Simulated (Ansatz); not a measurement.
**Alloy series in SiC**

The reference is SiC in the zinc blende structure (space group F-43m, No. 216; a = 4.380 Å).

The other end (x = 1) is AlC in the zinc blende structure (space group F-43m, No. 216; a hypothetical phase, not in the database extracts checked): 12.62 Å³/atom, gap zero; this end may not be an ambient phase.

Al replaces a fraction x of Si; each row is one arrangement (x, atoms in the cell, starting space group or random), fully relaxed.

The values are results of PBE/PAW in Ansatz (a first-principles code), spin-orbit coupling left out, not measurements.

Notes on the quantities. mixing energy: to 0.01 eV only: unlike meshes or grids; against an end that may be hypothetical.

```
variant                       volume per atom  mixing energy
----------------------------  ---------------  -------------
base                                 10.50 Å³              –
x(Al) = 0.25, 8 atoms, P-4m2                …  -0.03 eV/atom
x(Al) = 0.25, 8 atoms, R3m           10.94 Å³  -0.01 eV/atom
x(Al) = 0.25, 8 atoms, Cm            10.95 Å³  -0.01 eV/atom
x(Al) = 0.333, 6 atoms, Imm2         11.12 Å³  -0.03 eV/atom
x(Al) = 0.5, 4 atoms, P-4m2          11.41 Å³              …
x(Al) = 0.5, 8 atoms, Pmn2_1         11.43 Å³  -0.02 eV/atom
x(Al) = 0.75, 8 atoms, Amm2          11.87 Å³  -0.03 eV/atom
```

Q: What belongs in the blanks?

A: 
- x(Al) = 0.25, 8 atoms, P-4m2, volume per atom: 10.97 Å³
- x(Al) = 0.5, 4 atoms, P-4m2, mixing energy: -0.04 eV/atom

Each cell is one ordered arrangement of few atoms, which overstates ordering effects compared with a random alloy. Whether these cells are dynamically stable was not tested. The final runs are not spin-polarised. An odd electron count without spin: AlSi3C4, AlC, AlSi2C3, AlSiC2 and Al3SiC4.
